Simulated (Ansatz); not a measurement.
## Pressure series in MgS

Consider MgS in the rock salt structure (space group Fm-3m, No. 225).

```xyz
2
Lattice="0.0000 2.6016 2.6016 2.6016 0.0000 2.6016 2.6016 2.6016 0.0000" Properties=species:S:1:pos:R:3 pbc="T T T"
S      0.0000     0.0000     0.0000
Mg     2.6016     2.6016     2.6016
```

Cell and atoms are relaxed at each pressure.

Method: r2SCAN/PAW in Ansatz (a quantum-chemistry and plane-wave program), no SOC.

Two rows of this table had their results exchanged by mistake.

| pressure | volume per atom (Å³) | shortest distance (Å) | band gap |
|---|---|---|---|
| pressure −2 GPa | 18.08 | 2.625 | 3.41 eV |
| pressure −1 GPa | 17.83 | 2.613 | 3.44 eV |
| pressure 0.3 GPa | 17.54 | 2.598 | 3.47 eV |
| pressure 0.7 GPa | 17.46 | 2.594 | 3.48 eV |
| pressure 1.5 GPa | 17.29 | 2.586 | 3.50 eV |
| pressure 3 GPa | 15.90 | 2.514 | 3.67 eV |
| pressure 5 GPa | 16.65 | 2.553 | 3.58 eV |
| pressure 7.5 GPa | 16.25 | 2.533 | 3.63 eV |
| pressure 10 GPa | 17.00 | 2.571 | 3.54 eV |

Problem. Which two?

Solution. The rows for pressure 3 GPa and pressure 10 GPa: the volume has to fall steadily with pressure, so 17.00 Å³ belongs to pressure 3 GPa and 15.90 Å³ to pressure 10 GPa.

Load acts through the strain it causes; cell and atoms are relaxed under it. Whether these cells are dynamically stable was not tested. No other phases were tried under pressure.
